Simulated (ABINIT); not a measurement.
Input and output of a self-consistent single point for Nb3Sn (Pm-3n, 8 atoms in the cell) (ABINIT).

Method of the run: LDA (PW92), PAW (JTH v2.0 LDA PAW) (plane waves; ABINIT).

```
Nb3Sn
1.0
    5.40017     0.00000     0.00000
    0.00000     5.40017     0.00000
    0.00000     0.00000     5.40017
Nb Sn
6 2
Direct
  0.25000   0.00000   0.50000
  0.75000   0.00000   0.50000
  0.50000   0.75000   0.00000
  0.50000   0.25000   0.00000
  0.00000   0.50000   0.75000
  0.00000   0.50000   0.25000
  0.00000   0.00000   0.00000
  0.50000   0.50000   0.50000
```

Reference input (self-consistent single point, DFT, PBE, plane waves, PAW (JTH v2.0 PBE PAW)): pseudos = [Nb.GGA_PBE-JTH.xml, Sn.GGA_PBE-JTH.xml]; ecut = 20 Ha; pawecutdg = 40 Ha; pawxcdev = 0; occopt = 7; tsmear = 0.1 eV; ngkpt = 5 5 5; nshiftk = 1; shiftk = 0 0 0; potentials = JTH v2.0 PBE PAW; nband = 66; kptopt = 1. This run's input differs from it in these lines:

```diff
@@ -1,4 +1,4 @@
-# Nb3Sn, JTH v2.0 PBE PAW
+# Nb3Sn, JTH v2.0 LDA PAW
 pp_dirpath "./"
-pseudos "Nb.GGA_PBE-JTH.xml, Sn.GGA_PBE-JTH.xml"
+pseudos "Nb.LDA_PW-JTH.xml, Sn.LDA_PW-JTH.xml"
 acell 3*1.0 Angstrom
```

Its files differ too (potentials: JTH v2.0 PBE PAW → JTH v2.0 LDA PAW).

Output, abridged:

```
--- !BeginCycle
solver: {iscf: 17, nstep: 80, nline: 4, wfoptalg: 10, }
tolerances: {toldfe: 1.00E-09, }
...

     iter   Etot(hartree)      deltaE(h)  residm     nres2
 ETOT  1  -484.75223286160    -4.848E+02 7.820E-01 3.954E+01
 ETOT  2  -486.10870127803    -1.356E+00 3.610E-02 7.669E+00
 ETOT  3  -486.11539469282    -6.693E-03 8.352E-03 2.217E+00
 ETOT  4  -486.11552736625    -1.327E-04 7.118E-03 2.048E-02
 ETOT  5  -486.11565437146    -1.270E-04 2.763E-03 4.276E-03
   [... 4 lines left out ...]
 ETOT 10  -486.11567787027    -1.015E-08 2.331E-03 9.738E-09
 ETOT 11  -486.11567787180    -1.528E-09 5.271E-04 1.556E-09
 ETOT 12  -486.11567787203    -2.338E-10 1.558E-03 4.461E-11
 ETOT 13  -486.11567787206    -2.711E-11 5.546E-04 2.183E-11
 At SCF step   13, etot is converged :
  for the second time, diff in etot=  2.711E-11 < toldfe=  1.000E-09

 Cartesian components of stress tensor (hartree/bohr^3)
  sigma(1 1)=  5.25530274E-04  sigma(3 2)=  0.00000000E+00
  sigma(2 2)=  5.25530274E-04  sigma(3 1)=  0.00000000E+00
  sigma(3 3)=  5.25530274E-04  sigma(2 1)=  0.00000000E+00

 ----iterations are completed or convergence reached----

 reduced coordinates (array xred) for    8 atoms
       0.250000000000      0.000000000000      0.500000000000
       0.750000000000      0.000000000000      0.500000000000
       0.500000000000      0.750000000000      0.000000000000
       0.500000000000      0.250000000000      0.000000000000
       0.000000000000      0.500000000000      0.750000000000
       0.000000000000      0.500000000000      0.250000000000
   [... lines left out ...]
 Fermi (or HOMO) energy (eV) =  11.66858   Average Vxc (eV)= -12.14884
   [... lines left out ...]
'-kT*entropy'       : -3.30577495157032E-03
total_energy        : -4.86115671463926E+02
total_energy_eV     : -1.32278801365665E+04
...

-Cartesian components of stress tensor (GPa)         [Pressure= -1.5462E+01 GPa]
- sigma(1 1)=  1.54616319E+01  sigma(3 2)=  0.00000000E+00
- sigma(2 2)=  1.54616319E+01  sigma(3 1)=  0.00000000E+00
- sigma(3 3)=  1.54616319E+01  sigma(2 1)=  0.00000000E+00

 Calculation completed.
```

The run converged in 13 iterations. Against the reference run the pressure goes from -7.01 to -15.46 GPa.

The starting cell comes from a database of computed structures (which also holds hypothetical and non-ambient phases and stackings), without a prior relaxation at this level. Its lattice was rescaled by a random factor within 2.5 % of one. Spin polarisation is off. With a pressure of about -15 GPa the cell is away from its equilibrium volume at this level.

Cost on one core of a shared machine: roughly 7 min.
